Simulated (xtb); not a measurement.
xtb 6.7.1, GFN1-xTB: Mo(NH)(OH)3(OMe) (C[O][Mo](=[NH])([OH])([OH])[OH]), 14 atoms. The geometry is a generated start, not checked to be a minimum at this level.

| Quantity | Result |
|---|---|
| method | GFN1-xTB |
| --acc | 1 (default) |
| --etemp (K) | 300 (default) |
| detailed input (--input) | none: ANC optimiser, Lindh (1995) Hessian, microcycle=20, maxdispl=1.0, hlow=0.01 (default) |
| basis functions | 48 |
| valence electrons | 46 |

```xyz
14

Mo    -0.6883     0.3665     0.1925
N     -2.2502     0.1544    -0.5029
H     -3.2042     0.0678    -0.8304
O      0.8317     0.8531     1.1261
H      1.5171     1.5198     1.1216
O     -0.4376     2.1002    -0.5079
H     -1.0373     2.5462    -1.1176
O     -1.1912    -0.2929     1.8379
H     -0.6114    -0.3227     2.6108
O      0.1937    -0.8484    -0.7847
C      1.4657    -1.4189    -0.7845
H      1.4096    -2.4421    -0.3833
H      1.8491    -1.4611    -1.8146
H      2.1533    -0.8219    -0.1631
```

Charge 0 and multiplicity 1 are set for this test and not shown to be the ground state.

The structure is relaxed from this start with --opt LEVEL for the levels crude, sloppy, loose, lax, normal, tight, vtight, extreme, once each. Up to the end of the extreme run atoms move by at most 0.32 Å along an axis.

**Question.** What is the loosest level that ends within 20 meV of the extreme run, and how many cycles does it take?

**Answer.** sloppy: 8 cycles against 30, ending 4.1 meV above.

```csv
level,cycles,energy above the extreme run (meV),gradient norm (eV/Å)
crude,3,27,0.48
sloppy,8,4.1,0.15
loose,9,3.1,0.14
lax,13,0.50,0.11
normal,16,0.13,0.027
tight,18,0.057,0.014
vtight,28,under 0.01,0.0047
extreme,30,—,0.0021
```
